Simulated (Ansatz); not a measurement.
# A computed series for Zr: point defects

The parent structure is an 8-atom supercell of Zr in the hcp (Mg type) structure (space group P6_3/mmc, No. 194; a = 3.1847 Å, c = 5.1172 Å) at its relaxed geometry.

One neutral defect a cell, atoms relaxed at fixed cell.

All numbers come from PBEsol (Ansatz, a program for electronic structure; PAW; 420 eV plane waves; scalar-relativistic without spin-orbit coupling), earlier PAW set.

```csv
variant,energy gained by relaxation,largest displacement of a host atom from its site in the perfect cell,pressure
perfect supercell,–,–,0.0 GPa
"Zr vacancy, symmetric start",0.04 eV,0.06 Å,-4.3 GPa
"Ce on a Zr site, symmetric start",0.06 eV,0.06 Å,2.2 GPa
"La on a Zr site, symmetric start",0.11 eV,0.08 Å,4.2 GPa
```

The magnetic state is the one reached from the starting moments; the real material's order can differ, and small cells can't hold many antiferromagnetic ones. Open 4f shells without U are poorly described, and the f state was not checked. The cell is small, so the values are those of an ordered compound at a high defect concentration; dilute-limit values will differ. The defect started on the symmetric site and kept its symmetry, so it may sit on a saddle. Starting moments died away, wholly or in part, for Ce on a Zr site; another magnetic solution may exist. Spin-polarised in the final run: Ce on a Zr site; the other runs are not.
